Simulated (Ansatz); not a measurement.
Start from Rb in the bcc (W type) structure (space group Im-3m, No. 229; a = 5.5713 Å; relaxed with 0.1 eV smearing). Axes: x, y, z lie along the cube axes.

Calculations: PBEsol, PAW, 420 eV (Ansatz, an electronic-structure program; no spin-orbit coupling).

The change: compressive biaxial strain of 2.00 % in the plane normal to [001], as in epitaxy on a mismatched substrate; the out-of-plane cell vector and the atoms relax.

What happens to the out-of-plane strain and in-plane stress?

The out-of-plane strain comes out as +3.80 %; the mean in-plane stress (compression positive) amounts to 0.0 GPa.

Whether these cells are dynamically stable was not tested. All final runs are without spin polarisation.
